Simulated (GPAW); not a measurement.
**Worked example: self-consistent single point of AgCl (Fm-3m, 2 atoms in the cell) in GPAW**

Computed with PBE, GPAW PAW datasets PBE (gpaw-data 1.0.1) (plane waves; GPAW 25.7.0).

The input file:

```python
from ase import Atoms
from ase.units import GPa
from gpaw import GPAW

atoms = Atoms(['Ag', 'Cl'],
              cell=[[0.000000, 2.761125, 2.761125],
                    [2.761125, 0.000000, 2.761125],
                    [2.761125, 2.761125, 0.000000]],
              positions=[[0.000000, 0.000000, 0.000000],
                         [2.761125, 2.761125, 2.761125]],
              pbc=True)

calc = GPAW(mode={'name': 'pw', 'ecut': 550},
            xc='PBE',
            kpts={'size': (6, 6, 6), 'gamma': True},
            occupations={'name': 'fermi-dirac', 'width': 0.02},
            nbands=-8,
            convergence={'forces': 0.001, 'bands': -6},
            symmetry={'symmorphic': False, 'tolerance': 0.0005},
            maxiter=120)

atoms.calc = calc

energy = atoms.get_potential_energy()
print('Energy (eV):', round(energy, 6))
forces = atoms.get_forces()
print('Forces (eV/Ang):')
print(forces.round(5))
stress = atoms.get_stress()
print('Stress (GPa, Voigt):', (stress / GPa).round(4))
```

Log, with long lists cut:

```
Input parameters:
  convergence: {bands: -6,
                forces: 0.001}
  kpts: {gamma: True,
         size: (6, 6, 6)}
  maxiter: 120
  mode: {ecut: 550,
         name: pw}
  nbands: -8
  occupations: {name: fermi-dirac,
                width: 0.02}
  symmetry: {symmorphic: False,
             tolerance: 0.0005}
  xc: PBE

species:
  Ag:
    name: Silver
    Z: 47.0
    valence: 17
    core: 30
    charge: 0.0
    file: Ag.PBE.gz

    # Using partial waves for Ag as LCAO basis

  Cl:
    name: Chlorine
    Z: 17.0
    valence: 7
    core: 10
    charge: 0.0
    file: Cl.PBE.gz

    # Using partial waves for Cl as LCAO basis

Reference energy: -157152.775749  # eV

Spin-paired calculation

Convergence criteria:
 Maximum [total energy] change in last 3 cyles: 0.0005 eV / valence electron
 Maximum integral of absolute [dens]ity change: 0.0001 electrons / valence electron
 Maximum integral of absolute [eigenst]ate change: 4e-08 eV^2 / valence electron
 Maximum change in the atomic [forces] across last 2 cycles: 0.001 eV/Ang OR
Maximum error relative to the maximum force is below inf
 Maximum number of scf [iter]ations: 120

Symmetries present (total): 48
Symmetries with fractional translations: 0
216 k-points: 6 x 6 x 6 Monkhorst-Pack grid + [1/12,1/12,1/12]
16 k-points in the irreducible part of the Brillouin zone
       k-points in crystal coordinates                weights
   0:     0.00000000    0.00000000    0.00000000          1/216
   1:     0.16666667    0.16666667    0.00000000          6/216
   2:     0.16666667    0.16666667    0.16666667          8/216
   [... 7 lines left out ...]
          ...
  15:     0.50000000    0.50000000    0.50000000          4/216

Wave functions: Plane wave expansion
  Cutoff energy: 550.000 eV
  Number of coefficients (min, max): 1220, 1258
  Pulay-stress correction: 0.000000 eV/Ang^3 (de/decut=0.000000)

Occupation numbers: Fermi-Dirac:
  width: 0.0200  # eV

Eigensolver

Densities:
  Coarse grid: 24*24*24 grid
  Fine grid: 48*48*48 grid
  Total Charge: 0.000000

Density mixing:
  Method: separate
  Backend: pulay
  Linear mixing parameter: 0.05
  old densities: 5
  Damping of long wavelength oscillations: 50

Hamiltonian:
  XC and Coulomb potentials evaluated on a 48*48*48 grid
  External potential:
    NoExternalPotential

XC parameters: PBE with 2 nearest neighbor stencil

Number of atoms: 2
Number of atomic orbitals: 16
Number of bands in calculation: 20
Number of valence electrons: 24
Bands to converge: 14

Density initialized from atomic densities
  16 bands from LCAO basis set
  4 bands from random numbers

Atomic positions and initial magnetic moments

Positions:
   0 Ag     0.000000    0.000000    0.000000    ( 0.0000,  0.0000,  0.0000)
   1 Cl     2.761125    2.761125    2.761125    ( 0.0000,  0.0000,  0.0000)

Unit cell:
           periodic     x           y           z      points  spacing
  1. axis:    yes    0.000000    2.761125    2.761125    24     0.1328
  2. axis:    yes    2.761125    0.000000    2.761125    24     0.1328
  3. axis:    yes    2.761125    2.761125    0.000000    24     0.1328

  Lengths:   3.904820   3.904820   3.904820
  Angles:   60.000000  60.000000  60.000000

Effective grid spacing dv^(1/3) = 0.1449

     iter     time        total  log10-change:
                         energy   eigst   dens  force
iter:   1 --:--:--    -5.636660   +0.44
iter:   2 --:--:--    -5.609095   -0.95  -1.54
iter:   3 --:--:--    -5.490049   -2.03  -1.57
iter:   4 --:--:--    -5.492529   -3.26  -1.88
iter:   5 --:--:--    -5.491943c  -3.15  -1.91
iter:   6 --:--:--    -5.486218c  -4.01  -2.64
iter:   7 --:--:--    -5.485483c  -3.89  -2.61
iter:   8 --:--:--    -5.485453c  -5.26  -3.31
iter:   9 --:--:--    -5.485591c  -5.04  -3.39
iter:  10 --:--:--    -5.485473c  -5.35  -3.43
iter:  11 --:--:--    -5.485472c  -7.35  -4.43c
iter:  12 --:--:--    -5.485472c  -8.68c -4.76c
iter:  13 --:--:--    -5.485472c  -8.06c -4.81c -22.78c

Converged after 13 iterations.

Dipole moment: (-0.000000, -0.000000, -0.000000) |e|*Ang

Energy contributions relative to reference atoms: (reference = -157152.775749)

Kinetic:        +12.054138
Potential:      -11.416176
External:        +0.000000
XC:              -6.164536
Entropy (-ST):   -0.000000
Local:           +0.041102
SIC:             +0.000000
--------------------------
Free energy:     -5.485472
Extrapolated:    -5.485472

Showing only first 2 kpts
 Kpt  Band  Eigenvalues  Occupancy
  0    10      1.80675    2.00000
  0    11      1.80675    2.00000
  0    12      5.08978    0.00000
  0    13     14.89376    0.00000

  1    10      2.29614    2.00000
  1    11      2.74011    2.00000
  1    12      6.70032    0.00000
  1    13     13.00442    0.00000

Fermi level: 4.70735

Gap: 0.886 eV
Transition (v -> c):
  (s=0, k=15, n=11, [0.50, 0.50, 0.50]) -> (s=0, k=0, n=12, [0.00, 0.00, 0.00])
Direct/indirect transitions are different
Direct gap: 3.283 eV
Transition at: (s=0, k=0, n=11, [0.00, 0.00, 0.00])
Energy (eV): -5.485472

Forces in eV/Ang:
  0 Ag   -0.00000    0.00000    0.00000
  1 Cl    0.00000    0.00000    0.00000

Stress tensor:
    -0.014206     0.000000     0.000000
     0.000000    -0.014206     0.000000
     0.000000     0.000000    -0.014206
Stress (GPa, Voigt): [-2.276 -2.276 -2.276  0.     0.     0.   ]
```

The run converged in 13 iterations. GPAW prints stress with tension positive.

The starting cell has typed, rounded lattice constants, without a prior relaxation at this level. Its lattice was rescaled by up to half a per cent.
